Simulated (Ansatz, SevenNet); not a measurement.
Elastic constant C11 (GPa) of solids drawn from the class of intermetallic compounds, at two levels: the machine-learned potential SevenNet-l3i5 (trained on PBE and PBE+U data), and r²SCAN (PAW; Ansatz, an electronic-structure program).

| solid | SevenNet-l3i5 | r²SCAN |
|---|---|---|
| L1₂ (Cu3Au-type) Al3Sc | 142 | 198 |
| CsCl-type PdIn | 115 | 154 |
| fluorite AuAl2 | 124 | 160 |
| CsCl-type RuAl | 328 | 347 |
| L1₂ (Cu3Au-type) Pt3Ti | 315 | 375 |
| fluorite PtAl2 | 138 | ? |

Question: Estimate the withheld r²SCAN value from the other rows.

Answer: One way: carry over the typical ratio. The ratios r²SCAN / SevenNet-l3i5 of the other rows, in order: 1.058, 1.190, 1.290, 1.339, 1.394; median 1.290. Fluorite PtAl2: 138 × 1.290 = 178 GPa; the run gives 191 GPa. The ratios spread from 1.058 to 1.394, so such an estimate is rough.

Over all 6 rows r²SCAN is the larger in 6.

Ansatz's runs of these crystals have no spin polarisation. Meta-GGA and hybrid levels favour moments, which can bear on L1₂ (Cu3Au-type) Al3Sc, CsCl-type PdIn, L1₂ (Cu3Au-type) Pt3Ti, fluorite PtAl2.

Spin–orbit coupling is left out, also for the solids with elements from indium on (CsCl-type PdIn, fluorite AuAl2, L1₂ (Cu3Au-type) Pt3Ti, fluorite PtAl2); its size isn't shown.

Each level is taken at its own relaxed cell. Ansatz's density-functional and Hartree–Fock values are scalar-relativistic unless marked +SOC, with PAW data made under PBE.
